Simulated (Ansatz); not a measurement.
**A constructed model of the (111) surface of germanium, (√3x√3)R30° Ge adatom at T4 (bottom of the slab: 3 H on 3 bottom sites)**

The numbers are results of PBE (plane waves to 420 eV, PAW; Ansatz, a first-principles code), not measurements.

Model: 28-atom slab, 14.0 Å thick at the start with caps and adatoms, 5x5x1 mesh, Fermi-Dirac 0.025 eV, dipole correction, 6 atoms held, the rest relaxed; start symmetry kept, larger cells not searched; spin-polarised, no spin-orbit, no U. The slab shows no gap on its mesh. The starting moment vanished. In PBE it is, or lies within 0.01 eV a 1x1 cell of, the lowest of the 2 structures of its composition computed so far; subsurface sites and larger cells were not tried.

- work function of the top face = 4.17 eV
- energy released by relaxation = 0.67 eV
- cost = roughly 40 core-minutes
